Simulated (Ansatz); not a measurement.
The parent structure is SiO$_{2}$ (space group P3_221, No. 154; a = 4.9204 Å, c = 5.4163 Å).

All numbers come from r2SCAN (Ansatz, a quantum-chemistry and plane-wave program; PAW; 500 eV plane waves; no spin-orbit coupling), earlier PAW set.

Before the change:

The volume per atom comes out as 12.62 Å³. The c/a ratio comes out as 1.101.

Modification: a hydrostatic pressure of 0.9 GPa.

### Question
What does the calculation give for the volume per atom after the change?

### Answer
The volume per atom falls by 0.28 Å³ (12.62 Å³ → 12.34 Å³).

### Question
Predict the new mean gap deformation potential ΔEg/Δln V.

### Answer
The mean gap deformation potential ΔEg/Δln V is -3.6 eV.

### Question
Estimate the effect on the c/a ratio.

### Answer
The c/a ratio increases by 0.0026 (1.101 → 1.103).

Load acts through the strain it causes; cell and atoms are relaxed under it. No phonon test of stability was made.
